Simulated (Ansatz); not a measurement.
Consider a periodic stack without vacuum, beta tin (0 0 1) on cubic CsPbBr3 (0 0 1) (film strained to the substrate, started from cuts of the bulks and a machine-learned relaxation; slabs Cs3Br7Pb2 and Sn12, which can lie off the formulas): substrate slab Cs3Br7Pb2, film Sn12, surface cells [[0, 1], [-1, 0]] and [[0, 1], [-1, 0]], film strained by +1.1 and +1.1 %, outermost planes BrCs/BrCs and Sn/Sn as cut, which need not be the usual terminations and can put a slab off its formula. Its start:

```yaml
crystal:
  lattice:
    - [6.00000, 0.00000, 0.00536]
    - [0.00000, 6.00000, 0.00548]
    - [3.02281, 1.52404, 25.74186]
  atoms:
    - { symbol: Cs, position: [0.07322, 0.98338, 0.05992] }
    - { symbol: Br, position: [0.39482, 0.48514, 0.04470] }
    - { symbol: Cs, position: [0.86166, 0.93360, 0.26951] }
    - { symbol: Pb, position: [0.43937, 0.45487, 0.15838] }
    - { symbol: Br, position: [0.93152, 0.44254, 0.16876] }
    - { symbol: Br, position: [0.44314, 0.95121, 0.17062] }
    - { symbol: Br, position: [0.37085, 0.42269, 0.28190] }
    - { symbol: Cs, position: [0.79696, 0.86694, 0.49606] }
    - { symbol: Pb, position: [0.31166, 0.38926, 0.40171] }
    - { symbol: Br, position: [0.80710, 0.38424, 0.41061] }
    - { symbol: Br, position: [0.32731, 0.88669, 0.40969] }
    - { symbol: Br, position: [0.22202, 0.34371, 0.52487] }
    - { symbol: Sn, position: [0.42107, 0.28352, 0.62453] }
    - { symbol: Sn, position: [0.89705, 0.25687, 0.67478] }
    - { symbol: Sn, position: [0.89853, 0.75849, 0.66934] }
    - { symbol: Sn, position: [0.40234, 0.78044, 0.63769] }
    - { symbol: Sn, position: [0.37095, 0.23401, 0.74960] }
    - { symbol: Sn, position: [0.84093, 0.22133, 0.80285] }
    - { symbol: Sn, position: [0.84739, 0.72213, 0.80063] }
    - { symbol: Sn, position: [0.36845, 0.73194, 0.75707] }
    - { symbol: Sn, position: [0.28585, 0.20312, 0.88368] }
    - { symbol: Sn, position: [0.76408, 0.18883, 0.92211] }
    - { symbol: Sn, position: [0.77030, 0.68926, 0.92393] }
    - { symbol: Sn, position: [0.28913, 0.70362, 0.88564] }
```

The start was prepared with a machine-learned potential, and the result is one local minimum, with the in-plane cell held and forces under 0.04 eV/Å; the film can end far from its bulk form.

Computed with PBE (plane waves to 420 eV, PAW; Ansatz, a first-principles code). Spin–orbit coupling is left out; the runs are not spin-polarised. Its k-point mesh 5×5×1, Fermi–Dirac width 0.05 eV.

Q: Predict the relaxed interface.

A: 
* **interface area**: 36.0 Å²
* **period**: 26.36 Å
* **heights between the nearest atoms of the two slabs at the two interfaces**: 3.35 and 2.90 Å
* **Cs–Sn contacts across the interfaces within 1.22 times the sum of covalent radii**: 2, mean 4.39 Å
